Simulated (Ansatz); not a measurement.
Base system: GaN in the zinc blende structure (space group F-43m, No. 216; a = 4.498 Å). Axes: x, y, z lie along the cube axes.

Structures relaxed with Ansatz (a quantum-chemistry and plane-wave program), r2SCAN, PAW, cutoff 500 eV, no spin-orbit coupling.

Base:

Simulated powder pattern, Cu Kα1, λ = 1.54056 Å (kinematic, ideal powder, no thermal factors, no anomalous dispersion; the 14 strongest lines at most, above 2 %, up to 2θ = 90°):

```csv
2θ (°),I/Imax (%),hkl
34.51,100,(111)
40.06,33,(200)
57.94,41,(220)
69.22,37,(311)
72.77,7.7,(222)
86.47,6.1,(400)
```

After one change:

Simulated powder pattern, Cu Kα1, λ = 1.54056 Å (kinematic, ideal powder, no thermal factors, no anomalous dispersion; the 14 strongest lines at most, above 2 %, up to 2θ = 90°):

```
2θ (°)  I/Imax (%)
------  ----------
34.11           35
35.28          100
40.63           44
58.03           29
59.58           27
69.06           13
70.47           24
71.17           12
71.84          2.8
74.61          7.6
87.94          8.3
```

Task: What was done to the base?
A. biaxial strain −1.67 %, plane normal [111], relaxed out of plane
B. biaxial strain −2.50 %, plane normal [111], relaxed out of plane
C. biaxial strain −0.83 %, plane normal [111], relaxed out of plane
D. biaxial strain −1.25 %, plane normal [111], relaxed out of plane

Result: B, biaxial strain −2.50 %, plane normal [111], relaxed out of plane. Its volume per atom is 10.93 Å³ against 11.37 Å³, and its space group is R3m (No. 160).

No phonon test of stability was made. This is not the structure that GaN has at room temperature and ambient pressure.
